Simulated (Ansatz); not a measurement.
System: interstitial La in monoclinic HfO2 (charge state +3). Method: PBE, PAW (plane waves to 420 eV; Ansatz, an electronic-structure program).

96-site cell at the relaxed PBE lattice, the Γ point alone, smearing 0.01 eV, spin-restricted, no finite-size correction. No zero-point or tunnelling terms. Spin-orbit coupling is left out. The charge state is imposed; whether it is stable for some Fermi level was not computed. Sites that were not tried may lie lower.

Barriers: single points on a 2×2×2 k-point mesh shifted by half a step at the bands' geometries.

The step: one La atom jumps by itself. Atoms about the jump, Cartesian Å from the middle of the jump, before and after:

```
atom     x0     y0     z0     x1     y1     z1
----  -----  -----  -----  -----  -----  -----
La1   -0.52   0.15  -0.29   0.52  -0.15   0.29
O2     0.03   0.92   1.83  -0.17   1.06   1.97
O3     0.17  -1.06  -1.97  -0.03  -0.92  -1.83
O4     0.69   1.88  -0.93   0.54   1.82  -0.88
O5    -0.54  -1.82   0.88  -0.69  -1.88   0.93
O6     2.31  -1.22  -0.17   2.45  -1.27  -0.30
O7    -2.45   1.27   0.30  -2.31   1.22   0.17
Hf8    2.04   0.22  -1.75   2.01   0.25  -1.94
Hf9   -2.01  -0.25   1.94  -2.04  -0.22   1.75
O10    2.89   1.28   0.07   2.81   1.25   0.05
O11   -2.81  -1.25  -0.05  -2.89  -1.28  -0.07
Hf12   1.33   2.48   1.11   1.30   2.63   1.11
Hf13  -1.30  -2.63  -1.11  -1.33  -2.48  -1.11
O14    1.87  -1.34   2.48   1.77  -1.27   2.28
O15   -1.77   1.27  -2.28  -1.87   1.34  -2.48
Hf16   1.22  -2.86   1.12   1.25  -3.02   1.14
Hf17  -1.25   3.02  -1.14  -1.22   2.86  -1.12
O18   -0.46   3.49   0.77  -0.47   3.54   0.79
O19    0.47  -3.54  -0.79   0.46  -3.49  -0.77
O20    1.01   0.87  -3.46   0.96   0.92  -3.50
O21   -0.96  -0.92   3.50  -1.01  -0.87   3.46
Hf22   3.47  -0.22   1.52   3.57  -0.22   1.49
Hf23  -3.57   0.22  -1.49  -3.47   0.22  -1.52
Hf24   0.83   0.23   3.72   0.76   0.26   3.74
Hf25  -0.76  -0.26  -3.74  -0.83  -0.23  -3.72
O26    2.38   1.37   2.72   2.30   1.39   2.68
O27   -2.30  -1.39  -2.68  -2.38  -1.37  -2.72
```

Question: Where do these atoms stand at the saddle point, and how high is it?

Answer: 
| atom | x | y | z |
|---|---|---|---|
| La1 | 0.00 | 0.00 | 0.00 |
| O2 | -0.04 | 1.06 | 1.96 |
| O3 | 0.03 | -1.06 | -1.95 |
| O4 | 0.62 | 1.92 | -0.94 |
| O5 | -0.63 | -1.92 | 0.95 |
| O6 | 2.28 | -1.22 | -0.22 |
| O7 | -2.29 | 1.22 | 0.23 |
| Hf8 | 2.06 | 0.24 | -1.86 |
| Hf9 | -2.07 | -0.25 | 1.87 |
| O10 | 2.81 | 1.27 | 0.06 |
| O11 | -2.82 | -1.27 | -0.05 |
| Hf12 | 1.32 | 2.59 | 1.13 |
| Hf13 | -1.33 | -2.59 | -1.12 |
| O14 | 1.81 | -1.29 | 2.40 |
| O15 | -1.82 | 1.29 | -2.39 |
| Hf16 | 1.22 | -2.93 | 1.13 |
| Hf17 | -1.23 | 2.93 | -1.12 |
| O18 | -0.47 | 3.52 | 0.79 |
| O19 | 0.45 | -3.53 | -0.78 |
| O20 | 1.00 | 0.87 | -3.46 |
| O21 | -1.01 | -0.87 | 3.47 |
| Hf22 | 3.47 | -0.21 | 1.51 |
| Hf23 | -3.48 | 0.20 | -1.50 |
| Hf24 | 0.80 | 0.25 | 3.74 |
| Hf25 | -0.81 | -0.25 | -3.73 |
| O26 | 2.37 | 1.39 | 2.72 |
| O27 | -2.38 | -1.40 | -2.71 |
It lies 0.43 eV above the start and 0.43 eV above the end. The check of the saddle point's order was inconclusive, and it lies on a symmetry element of the cell, where a band can be held.
